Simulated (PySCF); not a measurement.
PySCF 2.14.0, unrestricted TPSSH/def2-svp, df: Sn(Br)2 triplet ([Br][Sn][Br]), charge 0, multiplicity 3, 3 atoms. The geometry is a generated start, not checked to be a minimum at this level.

| Property | Value |
|---|---|
| task | energy |
| method | tpssh |
| basis | def2-svp |
| two-electron scheme | density fitting |
| mol.max_memory | 3000 MB |
| mf.max_cycle | 100 |
| mf.conv_tol | 1e-09 (default) |
| mf.grids.level | 3 (default) |
| effective core potentials | those of the basis set, past Kr |
| basis functions | 90 |
| grid points | 62808 |

```xyz
3

Sn     0.0564    -0.0394     1.0831
Br     0.9926     1.6880    -0.5341
Br    -1.0490    -1.6486    -0.5491
```

Charge 0 and multiplicity 3 are set for this test and not shown to be the ground state.

With the defaults (mf.DIIS = CDIIS, mf.diis = true, newton = off, mf.diis_space = 8, mf.damp = 0, mf.diis_start_cycle = 1, mf.init_guess = minao, mf.level_shift = 0) it converges in 17 Fock builds. One run each on 2 threads, 1 BLAS thread, with these changes:
- mf.diis = false, mf.damp = 0.7, mf.diis_start_cycle = 999
- mf.diis_space = 20
- mf.init_guess = mod_huckel
- mf.level_shift = 0.3 Hartree
- newton = Hessian by the SCF's own integrals
- mf.diis_space = 3
- mf.DIIS = EDIIS
- mf.level_shift = 0.1 Hartree
- mf.diis = false

Problem. Which runs fail or end elsewhere than the default run?

Solution. No convergence: mf.DIIS = EDIIS; mf.diis = false (the run ends without SCF convergence in 100 cycles). Another solution: newton = Hessian by the SCF's own integrals (970 meV higher). The rest reach the solution of the defaults.

```json
[
 {"setting": "mf.init_guess = mod_huckel", "Fock builds": "13", "end": "same solution"},
 {"setting": "the defaults", "Fock builds": "17", "end": "same solution"},
 {"setting": "mf.diis_space = 20", "Fock builds": "17", "end": "same solution"},
 {"setting": "mf.level_shift = 0.1 Hartree", "Fock builds": "21", "end": "same solution"},
 {"setting": "mf.diis_space = 3", "Fock builds": "23", "end": "same solution"},
 {"setting": "mf.diis = false, mf.damp = 0.7, mf.diis_start_cycle = 999", "Fock builds": "31", "end": "same solution"},
 {"setting": "mf.level_shift = 0.3 Hartree", "Fock builds": "40", "end": "same solution"},
 {"setting": "newton = Hessian by the SCF's own integrals", "Fock builds": "74", "end": "other solution, 970 meV higher"},
 {"setting": "mf.DIIS = EDIIS", "Fock builds": "101", "end": "no convergence"},
 {"setting": "mf.diis = false", "Fock builds": "101", "end": "no convergence"}
]
```

Under newton the count holds the products with the orbital Hessian.
